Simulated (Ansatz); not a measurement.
```cif
data_Mo2
_chemical_formula_sum 'Mo2'
_space_group_name_H-M_alt 'Im-3m'
_space_group_IT_number 229
_space_group_name_Hall '-I 4 2 3'
_cell_length_a 3.16023
_cell_length_b 3.16023
_cell_length_c 3.16023
_cell_angle_alpha 90.000
_cell_angle_beta 90.000
_cell_angle_gamma 90.000
loop_
_atom_site_label
_atom_site_type_symbol
_atom_site_symmetry_multiplicity
_atom_site_Wyckoff_symbol
_atom_site_fract_x
_atom_site_fract_y
_atom_site_fract_z
_atom_site_occupancy
Mo1 Mo 2 a 0.00000 0.00000 0.00000 1
```
(The calculation used a cell of 1 atom; values per cell refer to that cell.)

The run noted for some of its cells that some bands missed the eigensolver's tolerance.

Question: By how much do the lattice constants and the volume change from 300 K to 600 K (quasi-harmonic lattice dynamics, DFT at the PBE level (Ansatz, a program for electronic structure)), and how far does the bulk modulus soften?

Answer: a by 0.19 %, the volume by 0.56 %; B_T goes from 252 to 244 GPa. The crystal is held in this phase throughout; melting and phase transitions are not modelled.
